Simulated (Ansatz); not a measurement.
# TiSi2, pressure series

Base system: TiSi2 (space group Fddd, No. 70; a = 4.8062 Å, b = 8.2647 Å, c = 8.5654 Å).

Cell and atoms are relaxed at each pressure.

Levels (all Ansatz, an electronic-structure program, PAW): PBE (420 eV, without spin-orbit coupling); r2SCAN (500 eV, no spin-orbit coupling).

The base cell above is that of PBE; each level relaxes its own structures.

```json
[
 {"case": "pressure −2 GPa", "shortest interatomic distance, PBE": "2.545 Å", "shortest interatomic distance, r2SCAN": "2.529 Å"},
 {"case": "pressure −1 GPa", "shortest interatomic distance, PBE": "2.539 Å", "shortest interatomic distance, r2SCAN": "2.524 Å"},
 {"case": "pressure 0.9 GPa", "shortest interatomic distance, PBE": "2.530 Å", "shortest interatomic distance, r2SCAN": "2.515 Å"},
 {"case": "pressure 2.1 GPa", "shortest interatomic distance, PBE": "2.524 Å", "shortest interatomic distance, r2SCAN": "2.510 Å"},
 {"case": "pressure 4.5 GPa", "shortest interatomic distance, PBE": "2.513 Å", "shortest interatomic distance, r2SCAN": "2.500 Å"},
 {"case": "pressure 9 GPa", "shortest interatomic distance, PBE": "2.495 Å", "shortest interatomic distance, r2SCAN": "2.482 Å"},
 {"case": "pressure 15 GPa", "shortest interatomic distance, PBE": "2.472 Å", "shortest interatomic distance, r2SCAN": "2.461 Å"},
 {"case": "pressure 22.5 GPa", "shortest interatomic distance, PBE": "2.448 Å", "shortest interatomic distance, r2SCAN": "2.438 Å"},
 {"case": "pressure 30 GPa", "shortest interatomic distance, PBE": "2.426 Å", "shortest interatomic distance, r2SCAN": "2.418 Å"}
]
```

PBE lies above r2SCAN in every row, by 0.009 Å to 0.016 Å. They put the cases in the same order.

Load acts through the strain it causes; cell and atoms are relaxed under it. No phonon test of stability was made. Competing high-pressure phases were not computed. All final runs are without spin polarisation.
